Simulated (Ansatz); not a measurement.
**A constructed model of the (0001) surface of hcp Co, ferromagnetic, a pseudomorphic layer of Pd in the host's stacking (bottom of the slab: a bare face, its two planes held)**

Computed with PBE (plane waves to 420 eV, PAW; Ansatz, an electronic-structure program).

Set-up: 7 atoms, 12.4 Å thick at the start with caps and adatoms (thin: gaps and levels are the slab's own); mesh 17x17x1; 0.1 eV smearing; dipole correction on; 2 atoms held, the rest relaxed; symmetry of the start imposed; spin-polarised, ending with about 10.2 μB a cell; orders that need a larger cell were not tried, no spin-orbit, no U. In PBE it is, or lies within 0.01 eV a 1x1 cell of, the lowest of the 2 structures of its composition computed so far; subsurface sites and larger cells were not tried.

```
Quantity                                               Value
-----------------------------  -----------------------------
work function of the top face                        4.99 eV
energy released by relaxation                       0.032 eV
magnetic moment of the cell                         10.19 μB
cost                           around 8 core-minutes (rough)
```
